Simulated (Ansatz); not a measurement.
NbAu$_{2}$ (P6/mmm), PBEsol, DFPT electron-phonon coupling, linearised Boltzmann equation (Ansatz, an electronic-structure program): phonon-limited resistivity 25.1 μΩ·cm at 300 K along x (a = (4.62, 0.00, 0.00) Å; b = (-2.31, 4.00, 0.00) Å; c = (0.00, 0.00, 2.73) Å), 34.0 μΩ·cm at 400 K, current-weighted mean free path 12.1 nm, Drude plasma energy 3.11 eV.

Estimate the resistivity of a 80 nm square wire with diffuse walls from ρ ≈ ρ₀(1 + 3ℓ/4d).

1 + 0.75 × 12.1/80 = 1.11, so ρ ≈ 27.9 μΩ·cm and a line 1 μm long has 43.7 Ω. The formula is the free-electron limit for d well above ℓ; grain boundaries add to it.

What is the classical skin depth at 1 GHz (nonmagnetic, μ₀ = 1.257×10⁻⁶ H/m)?

δ = √(ρ/(π f μ₀)) = 7970 nm.

What Drude relaxation time do resistivity and plasma energy imply?

ω_p = 4.72e15 s⁻¹, so τ = 1/(ε₀ ω_p² ρ) = 20.2 fs, a damping ħ/τ of 32.7 meV.

A metal at this level (no band gap). Only scattering by harmonic phonons is included (no impurities, grain boundaries, electron-electron scattering or thermal expansion). Spin-orbit coupling is left out, which matters with elements this heavy. Halving the electron mesh (20x20x32) moves the resistivity by up to 5 % at 300 K, the mean free path by up to 6 %. Smearing 0.20 eV; phonons on a 4x4x5 q mesh, which this run doesn't test.

Formula and space group known from diffraction (Crystallography Open Database), not checked to be the room-temperature form: NbAu2 (P6/mmm).
